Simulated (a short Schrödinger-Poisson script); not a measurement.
## MOS inversion layer, Si3N4 on p-type Si(100)

Stack: MOS inversion layer, Si3N4 on p-type Si(100), at 300 K.

| layer | material | thickness (nm) | Na (cm⁻³) |
|---|---|---|---|
| 1 | Si3N4 | 5 | - |
| 2 | Si | 1000 | 1.7e17 |

The device is made up for the run: typed textbook-type constants, with dimensions and the other settings drawn at random. Si3N4: permittivity 7.5, conduction-band edge (eV) 1.95, gap (eV) 5.1, electron mass (mₑ) 0.5. Si: permittivity 11.7, conduction-band edge (eV) 0, gap (eV) 1.124, Nv at 300 K (cm⁻³) 3.1e19.

Channel valleys (confinement mass, in-plane density-of-states mass, number): Δ2 0.916, 0.19, 2; Δ4 0.19, 0.417, 4. At the gate the conduction-band edge of layer 1 lies 2.23 eV − eVg above the Fermi level of the channel; the field vanishes at the back. Gaps are held at their typed values at every temperature. Mesh 0.03 nm at interfaces.

From a short Schrödinger-Poisson script (our own, NumPy): 1D Poisson equation in equilibrium, electrons quantum, Hartree (BenDaniel-Duke, 12 states a valley, the channel's in-plane mass for all, wave functions free to enter the dielectric), parabolic valleys, classical holes, full ionisation, no traps, pinning or gate leakage.

```csv
Vg (V),electrons (cm⁻²),C (μF/cm²),Δ2 E0 (meV),Δ2 E1 (meV),Δ4 E0 (meV),Δ4 E1 (meV)
0.1,5.26e6,0.133,376.9,417.7,407.5,475.2
0.2,1.51e8,0.126,289.1,331.9,321.0,392.0
0.3,4.37e9,0.140,201.1,245.7,234.2,308.4
0.4,8.76e10,0.413,122.4,169.2,157.0,234.2
0.5,4.49e11,0.796,78.4,128.4,115.2,195.5
0.6,9.87e11,0.946,55.9,109.8,95.4,178.6
0.7,1.60e12,1.01,41.3,99.2,83.5,169.4
0.8,2.24e12,1.05,30.5,92.1,75.1,163.5
0.9,2.90e12,1.08,21.8,87.0,68.8,159.4
1,3.58e12,1.10,14.4,83.0,63.6,156.4
1.1,4.27e12,1.12,7.9,79.9,59.2,154.1
1.2,4.97e12,1.13,2.2,77.3,55.4,152.2
1.3,5.68e12,1.14,-3.1,75.1,52.1,150.7
1.4,6.39e12,1.15,-8.0,73.2,49.0,149.4
1.5,7.11e12,1.15,-12.5,71.6,46.2,148.3
1.6,7.83e12,1.16,-16.8,70.2,43.6,147.4
1.7,8.56e12,1.16,-20.9,68.9,41.2,146.6
1.8,9.28e12,1.17,-24.7,67.8,38.9,146.0
1.9,1.00e13,1.17,-28.4,66.8,36.8,145.4
```

Gate voltages with under 1e6 electrons/cm² are left out.

Subbands count from the Fermi level.
